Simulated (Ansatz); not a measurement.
Output of an Ansatz run (abridged):

```
WARN ansatz: RAYON_NUM_THREADS=1 ignored (pool sized by the plan → 1); use --threads N
Pseudopotentials: kind: paw
Pseudopotential: Tl, paw, valence charge 13
Pseudopotential: Pd, paw, valence charge 18
Pseudopotential: F, paw, valence charge 7
Crystal: 5 atoms, lattice volume = 79.116 Å³
Basis set: ecut = 420 eV, 1551 PW (Γ)
Bands: 32, of which v1, the nominal top of the filled ones, is band 26 counted from 1 (25 counted from 0)
Symmetry: 1 space group operations
Space group: P1 (ITA 1), of the structure as read, at distance tolerance 4.3e-5 Å
k-points: 112 of 216 (time reversal used)
PAW frozen core: Tl, regenerated for the run's functional, and the local potential with it
PAW frozen core: Pd, regenerated for the run's functional, and the local potential with it
PAW frozen core: F, regenerated for the run's functional, and the local potential with it
Initial density: superposition of atomic densities (neutral atoms: chi_scale 0, normalization atom), corrected by the library's trained network
Initial wavefunctions: pseudopotential atomic-orbital guess
Eigensolver: davidson
Functional: x = slater, c = lda
SCF iter   1: F=—  HF=-20370.787845 eV  |F-HF|=—  |Δ(HF+E_count)|=         —  Δρ=1.79e-2  dr2=1.82e-1  ethr=1.77e-3  ⟨swp⟩=5.6  Hψ=13978  notcnv=0  defer=4
all-band conjugate gradients solve this SCF's bands
preconditioner: auto → LDOS
SCF iter   2: F=—  HF=-20370.813123 eV  |F-HF|=—  |Δ(HF+E_count)|=   2.53e-2  Δρ=2.28e-2  dr2=2.40e-1  ethr=3.50e-4  ⟨swp⟩=2.5  Hψ=7958  notcnv=0  defer=126
SCF iter   3: F=—  HF=-20370.735511 eV  |F-HF|=—  |Δ(HF+E_count)|=   7.76e-2  Δρ=3.04e-3  dr2=3.84e-3  ethr=3.50e-4  ⟨swp⟩=2.1  Hψ=6444  notcnv=0  defer=126
SCF iter   4: F=—  HF=-20370.734257 eV  |F-HF|=—  |Δ(HF+E_count)|=   1.25e-3  Δρ=3.91e-4  dr2=1.13e-4  ethr=7.39e-6  ⟨swp⟩=2.2  Hψ=6623  notcnv=0  defer=124
SCF iter   5: F=—  HF=-20370.734227 eV  |F-HF|=—  |Δ(HF+E_count)|=   3.01e-5  Δρ=1.57e-4  dr2=1.73e-5  ethr=2.17e-7  ⟨swp⟩=2.0  Hψ=5128  notcnv=0  defer=124
SCF iter   6: F=—  HF=-20370.734223 eV  |F-HF|=—  |Δ(HF+E_count)|=   3.36e-6  Δρ=2.69e-5  dr2=5.53e-7  ethr=3.32e-8  ⟨swp⟩=2.3  Hψ=5294  notcnv=0  defer=124
SCF iter   7: F=-20370.734223 eV  HF=-20370.734223 eV  |F-HF|=4.67e-8  |Δ(HF+E_count)|=   1.36e-7  Δρ=7.30e-6  dr2=5.90e-8  ethr=1.92e-10  ⟨swp⟩=8.8  Hψ=14923  notcnv=0
SCF 1 converged in 7 iterations: F = -20370.734223 eV  dr2 = 5.90e-8
SCF converged after 7 iterations
Free energy (F): -20370.734223 eV
Harris-Foulkes:  -20370.734223 eV  (|F-HF|=4.67e-8)
Internal energy: -20370.726382 eV  (E = F + TS)
E sigma→0 (E₀):  -20370.730303 eV
Entropy (-TS):   -0.007841 eV (-1.568 meV/atom)
Fermi energy:    7.328311 eV
--- Per-component energies (eV) ---
  E_band       = -422.501114
  E_kinetic    = 1450.441138
  E_local      = -5413.974574  (includes V_loc(G=0)·N_el)
  E_nonlocal   = 775.494640
  E_hartree    = 2109.078088
  E_xc         = -625.854551
  E_vxc        = -650.853592  (∫ρ·V_xc dr)
  E_paw        = -14049.791545  (= ΣΔE_a)
  E_vpaw       = -801.762962  (= ΣTr[D̂ρ^β])
  E_aug_tail   = 0.006070  (compensation charges beyond the density's cutoff)
  E_ewald      = -4617.004576
  E_core_change = 0.878928  (= ΣΔE_core)
  E_smearing   = -0.007841  (= −TS)
  E_closure    = -0.000000  (closes the sum)
  Σ components = -20370.734223   (vs F -20370.734223, Δ=0.00e0)
--- Forces (eV/Å), atoms counted from 1 ---
  atom   1  Tl     0.00002965    -0.00026076    -0.00207402
  atom   2  Pd     0.00034639     0.00422690    -0.00145908
  atom   3  F      0.00139171     0.01016067     0.00336389
  atom   4  F     -0.00912860    -0.01519872     0.00240157
  atom   5  F      0.00733467     0.00112747    -0.00270089
  max |Σ_I F_I| component: 4.69e-4 eV/Å
--- Stress (GPa, compression-positive) ---
       -6.361528      -0.048403      -0.010539
       -0.048403      -6.361623      -0.099722
       -0.010539      -0.099722      -6.373212
  P = ⅓ Tr σ = -6.3655 GPa (-63.655 kbar)
  The stress holds the Pulay correction. Without it, at fixed plane waves, as pw.x and ABINIT print it: P = -7.0412 GPa
--- Band table (eV; the first three rows and the last of 112) ---
  k-point 0: bands = ["-76.5465", "-42.3414", "-42.3388", "-42.3364", "-15.3962", "-15.0333", "-15.0313", "-2.7246", "-2.7246", "-2.6647", "-2.6643", "-2.6638", "1.8315", "1.8358", "1.8405", "2.6820", "3.3966", "3.4040", "3.4100", "3.4720", [...]
  k-point 1: bands = ["-76.5465", "-42.3417", "-42.3389", "-42.3367", "-15.3652", "-15.0320", "-15.0301", "-2.7351", "-2.7069", "-2.6803", "-2.6800", "-2.6630", "1.4747", "1.8865", "1.8909", "2.2083", "3.2272", "3.2331", "3.4607", "3.4722", [...]
  k-point 2: bands = ["-76.5465", "-42.3422", "-42.3391", "-42.3371", "-15.3010", "-15.0297", "-15.0285", "-2.7561", "-2.7115", "-2.7112", "-2.6713", "-2.6607", "0.9080", "1.5952", "2.0222", "2.0281", "2.8586", "2.8656", "3.4614", "3.5142", [...]
  k-point 111: bands = ["-76.5464", "-42.3438", "-42.3412", "-42.3387", "-15.0235", "-15.0194", "-15.0141", "-2.6772", "-2.6768", "-2.6764", "-2.6205", "-2.6204", "0.4447", "0.7653", "0.7683", "1.5714", "1.5757", "1.5778", "3.7774", "3.9407", [...]
```

The structure:

```
CELL_PARAMETERS angstrom
      4.29269     0.00000     0.00000
      0.01633     4.29273     0.00000
      0.00345     0.03399     4.29343
ATOMIC_POSITIONS crystal
  Tl 0.99901 0.99809 0.99339
  Pd 0.50009 0.49781 0.48724
  F  0.00007 0.49642 0.48572
  F  0.50151 0.49987 0.98714
  F  0.49931 0.99780 0.48651
```

Question: What input produced this log?

Answer: Other spellings and defaults could give the same log, and not every line can be read from it. The input that was run (DFT, LDA (PW92), plane waves, default PAW files made with PBE):

Ansatz 0.2 input:
```yaml
# TlPdF3
crystal:
  lattice:
    - [4.29268700, 0.00000000, 0.00000000]
    - [0.01633300, 4.29272600, 0.00000000]
    - [0.00344700, 0.03399300, 4.29342500]
  atoms:
    - { symbol: Tl, position: [0.99901000, 0.99809000, 0.99339000] }
    - { symbol: Pd, position: [0.50009000, 0.49781000, 0.48724000] }
    - { symbol: F, position: [0.00007000, 0.49642000, 0.48572000] }
    - { symbol: F, position: [0.50151000, 0.49987000, 0.98714000] }
    - { symbol: F, position: [0.49931000, 0.99780000, 0.48651000] }
basis:
  ecutwfc: 420.0 eV
kpoints:
  mp_grid: { grid: [6, 6, 6] }
hamiltonian:
  xc: lda
  pseudopotentials: { kind: paw }
scf:
  occupations: { method: gaussian, width: 0.1 eV }
output:
  forces: true
  eigenvalues: true
  stress: true
```

The starting cell comes from a database of computed structures (which also holds hypothetical and non-ambient phases and stackings), without a prior relaxation at this level. Its lattice was rescaled by up to half a per cent. Spin-orbit coupling is off. Spin polarisation is off. With a pressure of about -6 GPa the cell is away from its equilibrium volume at this level. Ansatz's pressure includes its estimate of the finite-basis (Pulay) stress. Without the estimate this run gives -7.04 GPa.

Ansatz is a first-principles code.
